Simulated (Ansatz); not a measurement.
# MgS under a change: pressure 5 GPa

Take MgS in the rock salt structure (space group Fm-3m, No. 225; a = 5.230 Å) as the base.

Now apply this change: a hydrostatic pressure of 5 GPa.

The values are results of Ansatz (a program for electronic structure), PBE, PAW, cutoff 420 eV, scalar-relativistic without spin-orbit coupling, not measurements. Settings: 11×11×11 k-points, 0.05 eV Fermi–Dirac smearing.

```tsv
quantity	base	changed	shift
density	2.62 g/cm³	2.78 g/cm³	+0.16 g/cm³
shortest interatomic distance	2.615 Å	2.563 Å	-0.052 Å
enthalpy H = E + PV relative to the base's energy	–	+0.54 eV/atom	–
band gap	2.76 eV	2.88 eV	+0.126 eV
gap character	indirect, Γ → X	indirect, Γ → X	–
smallest direct gap	3.60 eV	4.08 eV	+0.48 eV
mean gap deformation potential ΔEg/Δln V	–	-2.1 eV	–
width of the top valence band	2.31 eV	2.48 eV	+0.17 eV
electron mass	0.52 mₑ along k, 0.29 mₑ across (at X)	0.53 mₑ along k, 0.29 mₑ across (at X)	–
hole mass (degenerate bands, along [100])	0.25, 0.97, 0.97 mₑ (at Γ)	0.26, 0.91, 0.91 mₑ (at Γ)	–
valley order (the lowest conduction-band minima on the path, energy above the VBM, named in the base's zone)	X along ⟨100⟩ 2.76 eV; Γ 3.60 eV	X along ⟨100⟩ 2.88 eV; Γ 4.08 eV	–
```

Load acts through the strain it causes; cell and atoms are relaxed under it. Effective masses come from finite differences of ±0.01 Å⁻¹. Along k means along the line from Γ to the band edge. Stability against distortions was not tested. No other phases were tried under pressure. The base started in P3_121 and relaxed to Fm-3m at this level.
